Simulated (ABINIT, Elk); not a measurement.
An Elk input for a self-consistent single point of HfMg6Sn (Amm2, 8 atoms in the cell) (DFT, PBEsol, all-electron FP-LAPW, Elk's shipped species files, default APW+lo basis):

```
tasks
  0

xctype
  22

stype
  0

swidth
  0.00734986

maxscl
  100

scale
  1.889726125

avec
    4.9824200000    0.0000000000    0.0000000000
    0.0000000000    3.2555150000    5.5242900000
    0.0000000000   -3.2555150000    5.5242900000

sppath
  'species/'

atoms
  3
  'Mg.in'
  6
  0.5000000000  0.3326100000  0.8337500000    0.0 0.0 0.0
  0.5000000000  0.8337500000  0.3326100000    0.0 0.0 0.0
  0.5000000000  0.3329800000  0.3329800000    0.0 0.0 0.0
  0.0000000000  0.1734000000  0.6639000000    0.0 0.0 0.0
  0.0000000000  0.6639000000  0.1734000000    0.0 0.0 0.0
  0.0000000000  0.1659900000  0.1659900000    0.0 0.0 0.0
  'Hf.in'
  1
  0.0000000000  0.6691100000  0.6691100000    0.0 0.0 0.0
  'Sn.in'
  1
  0.5000000000  0.8282600000  0.8282600000    0.0 0.0 0.0

ngridk
  4 3 3
```

Task: Write the same calculation as an input for ABINIT.

Result: This is the input that was run; spellings and numerical settings could be chosen otherwise.

```
# HfMg6Sn, PseudoDojo nc-sr-04 PBEsol standard
pp_dirpath "./"
pseudos "Mg.upf, Hf.upf, Sn.upf"
acell 4.9824200000 6.4121882317 6.4121882317 Angstrom
rprim
         1.0000000000    0.0000000000    0.0000000000
         0.0000000000    0.5077073352    0.8615296059
         0.0000000000   -0.5077073352    0.8615296059
natom 8
ntypat 3
znucl 12 72 50
typat 1 1 1 1 1 1 2 3
xred
         0.5000000000    0.3326100000    0.8337500000
         0.5000000000    0.8337500000    0.3326100000
         0.5000000000    0.3329800000    0.3329800000
         0.0000000000    0.1734000000    0.6639000000
         0.0000000000    0.6639000000    0.1734000000
         0.0000000000    0.1659900000    0.1659900000
         0.0000000000    0.6691100000    0.6691100000
         0.5000000000    0.8282600000    0.8282600000
ecut 42
occopt 7
tsmear 0.00734986
nband 54
kptopt 1
ngkpt 4 3 3
nshiftk 1
shiftk 0 0 0
nstep 60
tolvrs 1.0e-12
prtwf 0
prtden 0
prtvol 1
enunit 2
```

Basis, cutoffs, solver keys and any potentials are the target program's own. This input uses DFT, PBEsol, plane waves, norm-conserving pseudopotentials (PseudoDojo nc-sr-04 PBEsol standard).

The starting cell comes from a database of computed structures (which also holds hypothetical and non-ambient phases and stackings), without a prior relaxation at this level.
